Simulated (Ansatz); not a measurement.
Structures of equal composition on the (0001) surface of hcp Ti: a pseudomorphic layer of Ru in the host's stacking; a pseudomorphic layer of Ru in the other hollow. The slabs share one bottom face, and each structure is named by its start. These are constructed structures in small cells; real faces may alloy, dewet or reconstruct in larger ones, and not all known structures of the face are among them. Slabs of about 12 Å with all that they carry, Fermi-Dirac smearing of 0.1 eV. Bottom of the slabs: a bare face, its two planes held. Relaxed from the named starts with such symmetry as they have, on meshes of like density; energies extrapolated to zero smearing; no spin-orbit coupling, no U. Spin-polarised runs, if any, are marked in brackets, and their order is one that fits the cell; the others ran without spin.

All values below come from PBE (plane waves to 420 eV, PAW; Ansatz, an electronic-structure program).

Question: Put the candidates in order of energy per 1x1 cell, lowest first, for PBE.

Answer: a pseudomorphic layer of Ru in the other hollow (0.000 eV), a pseudomorphic layer of Ru in the host's stacking (0.031 eV)
